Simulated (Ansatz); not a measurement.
# P (model structure, Fd-3m, No. 227, 2 atoms in the cell)

Calculation: LDA (PAW; Ansatz, a program for electronic structure).

Settings: plane-wave cutoff 520 eV, 18×18×18 k mesh, Fermi–Dirac smearing 0.05 eV, scalar-relativistic PAW data made under PBE.

Cell (relaxed at this level):

```
P
1.0
    0.00000     2.67167     2.67167
    2.67167     0.00000     2.67167
    2.67167     2.67167     0.00000
P
2
Direct
  0.00000   0.00000   0.00000
  0.25000   0.25000   0.25000
```

```
Item                    Result
---------------  -------------
band gap         zero (no gap)
bulk modulus B0       51.8 GPa
```

Note: the bulk modulus is −V dP/dV from two relaxed cells at ±2 % in volume; the relaxation could raise the start's symmetry but not lower it, so the cell can be a saddle point.

Static lattice: no zero-point or thermal effects.

A model structure was made by putting elements into a prototype or built by hand; it is no filed structure, need not be a known phase, and can be a saddle point held by its symmetry.
